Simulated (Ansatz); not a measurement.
System: SnC (model structure, started from the rocksalt type, Fm-3m, No. 225, 2 atoms in the cell). Method: LDA (Ansatz, a quantum-chemistry and plane-wave program, PAW).

Numerical settings: plane-wave cutoff 520 eV, 20×20×20 k mesh, Fermi–Dirac smearing 0.05 eV, scalar-relativistic PAW data made under PBE.

Cell (relaxed at this level):

```xyz
2
Lattice="0.0000 2.3542 2.3542 2.3542 0.0000 2.3542 2.3542 2.3542 0.0000" Properties=species:S:1:pos:R:3 pbc="T T T"
C      0.0000     0.0000     0.0000
Sn     2.3542     2.3542     2.3542
```

Question: Predict the bulk modulus.

Answer: 
- bulk modulus: 158 GPa

The run finds no gap.

Note: the bulk modulus is −V dP/dV from two relaxed cells at ±2 % in volume; the relaxation could raise the start's symmetry but not lower it, so the cell can be a saddle point.

Spin–orbit coupling is not included; it can open a gap where bands touch, and shift volumes and moduli.

Computed values are for the static lattice.

A model structure was made by putting elements into a prototype or built by hand; it is no filed structure, need not be a known phase, and can be a saddle point held by its symmetry.
